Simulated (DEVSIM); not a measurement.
**illuminated Si n-on-p cell, one wavelength**

System: illuminated Si n-on-p cell, one wavelength, at 250 K.

```csv
layer (left to right),material,thickness (μm),Nd (cm⁻³),Na (cm⁻³),τn (s),τp (s),absorption coefficient (cm⁻¹)
1,Si,0.630,1.7e18,-,9.2e-8,3.3e-7,5100
2,Si,97.0,-,1.1e16,2.8e-7,2.8e-7,5100
```

Left contact: ohmic, minority hole recombination velocity 20000 cm/s. Right contact: ohmic, minority electron recombination velocity 90 cm/s. Voltage is applied to the left contact. Recombination: SRH at mid-gap, radiative, Auger. Gap narrowing is on: ΔEg = 6.92 meV × (l + √(l² + 0.5)), l = ln(N/1.3e17 cm⁻³), shared equally by both band edges. Light enters at the left, 1e18 photons cm⁻² s⁻¹, one pass, no reflection. Mobility is μmin + (μ − μmin)/(1 + (N/Nref)^α).

Constants are typed, rounded textbook-type inputs, not results; the design itself was drawn at random and stands for no fabricated device. Values at 300 K; Nc and Nv go as T^1.5, mobilities as T to minus their exponent, the gap by Varshni's rule with the affinity fixed.

| parameter | Si |
|---|---|
| gap (eV) | 1.124 |
| affinity (eV) | 4.05 |
| permittivity | 11.7 |
| Nc (cm⁻³) | 2.86e19 |
| Nv (cm⁻³) | 3.1e19 |
| μn (cm²/Vs) | 1417 |
| μp (cm²/Vs) | 470 |
| μn,min | 52 |
| μp,min | 45 |
| Nref,n | 9.7e16 |
| Nref,p | 2.2e17 |
| αn | 0.68 |
| αp | 0.72 |
| T exponent of μn | 2.3 |
| T exponent of μp | 2.2 |
| B (cm³/s) | 4.7e-15 |
| Cn (cm⁶/s) | 2.8e-31 |
| Cp (cm⁶/s) | 9.9e-32 |
| Varshni α (eV/K) | 0.000473 |
| Varshni β (K) | 636 |

Simulated with DEVSIM: 1D drift-diffusion, Boltzmann statistics, complete ionisation; no tunnelling, impact ionisation, image-force lowering or self-heating.

```
Property                                                  Result
---------------------------------------------------  -----------
Potential step across the device at zero bias            0.897 V
Largest field in the device at zero bias              68000 V/cm
Dark forward voltage at 1 A/cm²                          0.747 V
Dark forward voltage at 100 A/cm²                        0.971 V
Short-circuit current                                 149 mA/cm²
Open-circuit voltage                                     0.699 V
Fill factor                                                 0.86
Largest power                                        89.4 mW/cm²
Share of generated pairs collected at short circuit        0.928
```

Dark reverse current:

| V (V) | J (A/cm²) |
|---|---|
| 0.04 | 4.0e-11 |
| 0.10 | 7.9e-11 |
| 0.20 | 1.3e-10 |
| 0.30 | 1.8e-10 |
| 0.40 | 2.3e-10 |
| 0.60 | 3.1e-10 |
| 0.80 | 3.9e-10 |
| 1.00 | 4.6e-10 |
| 1.30 | 5.6e-10 |
| 1.60 | 6.5e-10 |
| 2.00 | 7.5e-10 |

Current under light (generator sign):

```json
[
 {"V (V)": "0.00", "J (mA/cm²)": "149"},
 {"V (V)": "0.10", "J (mA/cm²)": "149"},
 {"V (V)": "0.20", "J (mA/cm²)": "149"},
 {"V (V)": "0.32", "J (mA/cm²)": "148"},
 {"V (V)": "0.42", "J (mA/cm²)": "148"},
 {"V (V)": "0.54", "J (mA/cm²)": "148"},
 {"V (V)": "0.56", "J (mA/cm²)": "148"},
 {"V (V)": "0.58", "J (mA/cm²)": "148"},
 {"V (V)": "0.60", "J (mA/cm²)": "147"},
 {"V (V)": "0.62", "J (mA/cm²)": "144"},
 {"V (V)": "0.64", "J (mA/cm²)": "138"},
 {"V (V)": "0.66", "J (mA/cm²)": "123"},
 {"V (V)": "0.68", "J (mA/cm²)": "85.6"},
 {"V (V)": "0.70", "J (mA/cm²)": "-4.95"}
]
```
